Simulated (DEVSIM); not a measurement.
System: abrupt Ge n-p junction, at 400 K.

```csv
layer (left to right),material,thickness (μm),Nd (cm⁻³),Na (cm⁻³),τn (s),τp (s)
1,Ge,3.70,1.7e15,-,8.3e-5,8.3e-5
2,Ge,0.760,-,2.9e17,8.3e-5,8.3e-5
```

Left contact: ohmic. Right contact: ohmic. Voltage is applied to the left contact. Recombination: SRH at mid-gap, radiative. Mobility is μmin + (μ − μmin)/(1 + (N/Nref)^α).

The device is made up for the run: typed textbook-type constants, with dimensions and the other settings drawn at random. Values at 300 K; Nc and Nv go as T^1.5, mobilities as T to minus their exponent, the gap by Varshni's rule with the affinity fixed.

```tsv
parameter	Ge
gap (eV)	0.664
affinity (eV)	4
permittivity	16
Nc (cm⁻³)	1.04e19
Nv (cm⁻³)	6e18
μn (cm²/Vs)	3900
μp (cm²/Vs)	1900
μn,min	150
μp,min	100
Nref,n	2.6e17
Nref,p	4e17
αn	0.56
αp	0.6
T exponent of μn	1.66
T exponent of μp	2.33
B (cm³/s)	6.4e-14
Varshni α (eV/K)	0.000477
Varshni β (K)	235
```

Simulated with DEVSIM: 1D drift-diffusion, Boltzmann statistics, complete ionisation; no tunnelling, impact ionisation, image-force lowering or self-heating.

The doping Nd of layer 1 was swept, all else fixed.

| doping Nd of layer 1 (cm^-3) | dark forward voltage at 100 A/cm² (V) | largest field in the device at zero bias (V/cm) | potential step across the device at zero bias (V) |
|---|---|---|---|
| 5.1e13 | 0.084 | 29000 | 0.184 |
| 1.7e14 | 0.085 | 29000 | 0.185 |
| 5.1e14 | 0.088 | 29000 | 0.189 |
| 1.7e15 | 0.096 | 29000 | 0.203 |
| 5.1e15 | 0.113 | 31000 | 0.230 |
| 1.7e16 | 0.138 | 36000 | 0.269 |
| 5.1e16 | 0.158 | 51000 | 0.307 |

From the first row to the last the dark forward voltage at 100 A/cm² goes from 0.084 to 0.158. From the first row to the last the largest field in the device at zero bias goes from 29000 to 51000.
